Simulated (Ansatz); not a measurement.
# CdF2: energy against strain

CdF2 (fluorite, Fm-3m, 13.005 Å³/atom at rest) under an equal strain ε in the (001) plane with the normal axis free, as in a coherent film. PBEsol in Ansatz, a plane-wave DFT program (PAW, default set), 420 eV, 11×11×11 Γ-centred mesh, Fermi-Dirac smearing 0.05 eV; ions are relaxed within the symmetry of each cell.

Here s stands for strain and y for E less E0.

| strain (%) | E less E0 (meV/atom) |
|---|---|
| -1.50 | 3.63 |
| -1.00 | 1.57 |
| -0.50 | 0.36 |
| 0.00 | 0.00 |
| 0.50 | 0.36 |
| 1.00 | 1.56 |
| 1.50 | 3.50 |
| 3.00 | ? |

The 7 complete rows are fitted with a parabola, y against s. Least squares gives y = -0.026 - 0.0293·s + 1.5948·s². Residuals (row less fit): 0.024, -0.028, -0.027, 0.026, 0.002, 0.021, -0.018; standard error 0.030 (degrees of freedom: 4). Twice the quadratic coefficient over the volume, 2 × 1.5948 meV × 10⁴ × 0.1602 / 13.005 Å³, is twice the biaxial elastic modulus of this plane = 393 ± 3 GPa.

**Question.** What does the fit predict for y at s = 3.00, and how far is the calculated value from it?

**Answer.** y = -0.026 - 0.0293 × 3.0 + 1.5948 × 3.0² = 14.239 meV/atom. The calculation gives 13.94 meV/atom, 0.299 meV/atom below the prediction (2.1 % of the range of y in the table). The row lies outside the fitted rows, so this is an extrapolation. From the scatter of the fitted rows alone, a prediction at this place has a standard error of 0.114 meV/atom, so the miss is 2.6 times that.

One order more, fitted to all 13 runs of the series, follows each within 0.04, so the miss is the next term of a smooth law. Rows are the converged runs of the series near zero and its far end; series whose fitted rows scatter by over a few per cent of the range, as at a crossing or softening among them, aren't shown in this form. Most that stay on the fit to the last digits aren't either.
